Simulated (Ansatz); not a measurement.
# Fermi-surface data of Cu under load (space group I4/mmm)

Consider the following.

```yaml
crystal:
  lattice:
    - [0.00000, 1.77003, 1.79958]
    - [1.77003, 0.00000, 1.79958]
    - [1.77003, 1.77003, 0.00000]
  atoms:
    - { symbol: Cu, position: [0.00000, 0.00000, 0.00000] }
```

Calculation: PBEsol, rigid bands (plane waves, PAW, scalar-relativistic; Ansatz, a program for electronic structure). Condition of this run: biaxial stress xx = yy = 1 GPa (compression positive) (the target of the relaxation). How the cell was made: cell and atoms relaxed with PBEsol, then loaded as said.

density of states at the Fermi level: 0.298 states/(eV·cell), both spins
bare Sommerfeld coefficient: 0.70 mJ/(mol of atoms·K²)
Drude plasma energy: 9.1 eV
root-mean-square Fermi velocity: 1.1e6 m/s
resistivity times τ: 5.9 ×10⁻²² Ω·m·s
resistivity times mean free path: 6.5 ×10⁻¹⁶ Ω·m²

A metal at this level (no band gap); rigid bands, thermally averaged at 300 K, both spins. Spin-orbit coupling is left out. τ is one relaxation time for all states; the product of resistivity and mean free path takes one path for all states instead.
